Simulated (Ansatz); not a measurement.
The parent structure is BeTe in the zinc blende structure (space group F-43m, No. 216).

```xyz
2
Lattice="0.0000 2.8022 2.8022 2.8022 0.0000 2.8022 2.8022 2.8022 0.0000" Properties=species:S:1:pos:R:3 pbc="T T T"
Be     0.0000     0.0000     0.0000
Te     1.4011     1.4011     1.4011
```

Level of theory: DFT with PBEsol, PAW potentials and a 420 eV plane-wave cutoff in Ansatz (a program for electronic structure), scalar-relativistic without spin-orbit coupling.

Base values:

The valley order comes out as X along ⟨100⟩ 1.84 eV; L along ⟨111⟩ 3.08 eV.

Perturbation: an isotropic linear strain of +1.50 %; the atoms relax in the strained cell.

### Question
How does this affect the mean gap deformation potential ΔEg/Δln V and valley order?

### Answer
The mean gap deformation potential ΔEg/Δln V amounts to +2.4 eV; the valley order (the lowest conduction-band minima on the path, energy above the VBM, named in the base's zone) becomes X along ⟨100⟩ 1.94 eV; L along ⟨111⟩ 2.96 eV (base: X along ⟨100⟩ 1.84 eV; L along ⟨111⟩ 3.08 eV).

With Te present, leaving out spin-orbit coupling can change the band edges. Stability against distortions was not tested.
